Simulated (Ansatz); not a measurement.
Consider BeS in the zinc blende structure (space group F-43m, No. 216).

```yaml
crystal:
  lattice:
    - [0.00000, 2.43431, 2.43431]
    - [2.43431, 0.00000, 2.43431]
    - [2.43431, 2.43431, 0.00000]
  atoms:
    - { symbol: Be, position: [0.00000, 0.00000, 0.00000] }
    - { symbol: S, position: [0.25000, 0.25000, 0.25000] }
```

Cartesian axes are those of the cell as printed.

Level of theory: r2SCAN in Ansatz (plane waves to 500 eV, PAW, scalar-relativistic without spin-orbit coupling).

Modification: the cell is stretched by 1.50 % along z with no lateral relaxation, atoms relaxed at fixed cell.

Question: Predict the stress tensor and what it implies for the stiffness.

Answer: Stress of the strained cell less that of the base (GPa, compression positive):
```
  -0.90    0.00    0.00
   0.00   -0.90    0.00
   0.00    0.00   -2.43
```

Then −Δσ_ii/ε with ε = 0.0150 gives secant stiffness values (nonlinear terms included at this strain): C33 ≈ 162 GPa, C13 ≈ 60 GPa and C23 ≈ 60 GPa.

Whether these cells are dynamically stable was not tested.

Ansatz is a quantum-chemistry and plane-wave program.
